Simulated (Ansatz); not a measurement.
# Point defect Si on the Mg site (Si_Mg) in rock-salt MgO

Method: PBE, PAW (plane waves to 420 eV; Ansatz, a quantum-chemistry and plane-wave program). A 2×2×2 supercell of 64 sites was used; the energies come from a 2×2×2 shifted sampling of its zone. Site at the start: the Mg site. Finite-size correction: monopole term and site-potential alignment. Dielectric constants: PBE linear response of the host. Host gap at this level: 4.46 eV. A cell of this size leaves errors of a few tenths of an eV. The semilocal functional narrows the gap, so deep levels can fall outside it. Spin–orbit coupling is left out. Each state is the lowest found from its start.

Formation energies E_f are given with the Fermi level at the valence-band maximum. Chemical conditions: Mg-rich (Δμ(Mg) = 0.00 eV, Δμ(Si) = -0.48 eV, bounded by antifluorite Mg2Si; only phases computed here count, gases as isolated molecules at 0 K); O-rich (Δμ(Mg) = -5.37 eV, Δμ(Si) = -8.35 eV, bounded by alpha cristobalite; only phases computed here count, gases as isolated molecules at 0 K). Reference phases: Mg: hcp Mg, Si: silicon.

```json
[
 {"charge": "+2", "moment (μB)": "not spin-polarised", "point group": "Oh", "largest move off a lattice site (Å)": "0.26", "image correction with alignment (eV)": "0.75", "E_f, Mg-rich (eV)": "-2.09", "E_f, O-rich (eV)": "0.42"},
 {"charge": "+1*", "moment (μB)": "1.0", "point group": "Oh", "largest move off a lattice site (Å)": "0.24", "image correction with alignment (eV)": "–", "E_f, Mg-rich (eV)": "–", "E_f, O-rich (eV)": "–"},
 {"charge": "0", "moment (μB)": "not spin-polarised", "point group": "C3v", "largest move off a lattice site (Å)": "0.25", "image correction with alignment (eV)": "0.00", "E_f, Mg-rich (eV)": "5.76", "E_f, O-rich (eV)": "8.27"},
 {"charge": "−1*", "moment (μB)": "fractional", "point group": "–", "largest move off a lattice site (Å)": "0.26", "image correction with alignment (eV)": "–", "E_f, Mg-rich (eV)": "–", "E_f, O-rich (eV)": "–"}
]
```

* At this level the carrier isn't localised at the defect: at charge +1 electrons occupy the conduction band; at charge −1 electrons occupy the conduction band. Such a state is shallow or no state of the defect, and this cell gives it no level.

Point groups are those of the whole cell at tolerances of 0.03 and 0.1 Å ("near" where only the looser one holds); none is given for unsettled states.

Flagged in the runs: a doubtful potential alignment, a strain field that reaches the edge of the cell.

All states together cost very roughly 30 core-minutes.
